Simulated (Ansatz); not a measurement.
The starting structures come from a database of crystals and need not be the phases stable at ambient conditions.

By PBEsol, the system below comes out a metal.

A figure of merit of an interconnect metal is its ballistic conductance per area.

Here is the system:

```
CELL_PARAMETERS angstrom
      2.87999     0.00000     0.00000
      0.00000     5.27942     0.00000
      0.00000     0.00000     2.96639
ATOMIC_POSITIONS crystal
  Si 0.50000 0.27949 0.50000
  Si 0.50000 0.72051 0.50000
  Ru 0.00000 0.00000 0.00000
```

Space group of this cell: Pmmm. The cell is strained (lengths along the current scaled by 1.03, ions clamped); by PBEsol its mean pressure is -10.2 GPa.

The current flows along the normal of the first two printed cell vectors. No spin-orbit coupling; the value is a mean over 0.1 eV about the Fermi level.

Problem. State the ballistic conductance per area according to PBEsol in Ansatz (a quantum-chemistry and plane-wave program).

Solution. 0.34 × 10¹⁵ S/m² for both spins.
